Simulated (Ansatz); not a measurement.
## A computed series for CdTe: pressure series

Consider CdTe in the zinc blende structure (space group F-43m, No. 216; a = 6.618 Å).

Cell and atoms are relaxed at each pressure.

Computed with plane-wave PAW DFT at the PBE level (Ansatz, a quantum-chemistry and plane-wave program, 420 eV), no spin-orbit coupling.

```tsv
variant	band gap	density
base	0.59 eV	5.50 g/cm³
pressure −2 GPa	0.39 eV	(withheld)
pressure −1 GPa	0.50 eV	5.33 g/cm³
pressure 0.3 GPa	(withheld)	5.55 g/cm³
pressure 0.7 GPa	0.64 eV	5.60 g/cm³
pressure 1.5 GPa	0.70 eV	5.72 g/cm³
pressure 3 GPa	0.80 eV	5.91 g/cm³
pressure 5 GPa	0.92 eV	6.14 g/cm³
pressure 7.5 GPa	1.04 eV	(withheld)
pressure 10 GPa	1.15 eV	6.61 g/cm³
```

Q: Complete the table.

A: 
- pressure −2 GPa, density: 5.14 g/cm³
- pressure 0.3 GPa, band gap: 0.61 eV
- pressure 7.5 GPa, density: 6.39 g/cm³

With Te present, leaving out spin-orbit coupling can change the band edges. Load acts through the strain it causes; cell and atoms are relaxed under it. Stability against distortions was not tested. Measured, CdTe leaves this structure (for cinnabar) near 3.53 GPa (temperature not stated; as listed in Datta, Sujoy, Jana, Debnarayan, arXiv (2020)), on rising pressure, with hysteresis.
